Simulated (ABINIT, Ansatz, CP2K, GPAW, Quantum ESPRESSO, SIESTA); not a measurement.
# One structure in several programs: CdAu (Pm-3m, 2 atoms in the cell)

Self-consistent single point, at a second geometry (lattice scaled by 0.98). First geometry:

```yaml
crystal:
  lattice:
    - [3.33811, 0.00000, 0.00000]
    - [0.00000, 3.33811, 0.00000]
    - [0.00000, 0.00000, 3.33811]
  atoms:
    - { symbol: Cd, position: [0.00000, 0.00000, 0.00000] }
    - { symbol: Au, position: [0.50000, 0.50000, 0.50000] }
```

Shared settings, as Ansatz (a first-principles code) writes them: kpoints.mp_grid.grid = 7 7 7; scf.occupations.method = gaussian; scf.occupations.width = 0.272 eV. Potentials and cutoffs stand in the table.

| code | model | ΔF from the first geometry (meV/atom) | pressure (GPa) | cutoff |
|---|---|---|---|---|
| ABINIT | PBEsol, PAW (JTH v2.0 PBE PAW, files made for PBE) | 8.5 | 5.01 | 26 Ha |
| Ansatz | PBEsol, PAW files made with PBE | 8.2 | 5.24 | default |
| SIESTA | GGA PBEsol, numerical atomic orbitals DZP, PseudoDojo PBEsol standard norm-conserving potentials (rewritten from UPF to PSML) | -2.6 | 3.89 | grid 300 Ry |
| CP2K | PBEsol, GPW, DZVP-MOLOPT-SR-GTH basis, GTH-PBE potentials (GTH_POTENTIALS) | 38.6 | 10.40 | grid 500 Ry |
| GPAW | PBEsol, GPAW PAW datasets PBEsol (made by gpaw-setup) | 9.6 | 5.52 | 600 eV |
| Quantum ESPRESSO | PBEsol, GBRV 1.5 ultrasoft (PBESOL) pseudopotentials | 9.9 | 5.29 | 40 Ry |

On Ansatz's run: spin-orbit coupling is off.

The spread over the programs that give each value: ΔF from the first geometry within 41.2 meV/atom; pressure within 6.51 GPa.

SIESTA and CP2K use small atom-centred bases, whose incompleteness enters pressures, forces and empty levels differently from a plane-wave cutoff. Ansatz's pressure is given at a fixed set of plane waves, as the other plane-wave codes print theirs; with its correction for the finite basis it is 5.29 GPa. In the pressure, SIESTA (by 1.38) and CP2K (by 5.13) lie more than 1 GPa from the median of the plane-wave programs.

The starting cell comes from a database of computed structures (which also holds hypothetical and non-ambient phases and stackings), without a prior relaxation at this level. Its lattice was rescaled by a random factor within 2.5 % of one. For this run, on top of that: lattice scaled by 0.98.

Left out of this page: Elk and FLEUR (not drawn, or without a comparable value).

Keys are those of Ansatz 0.2.
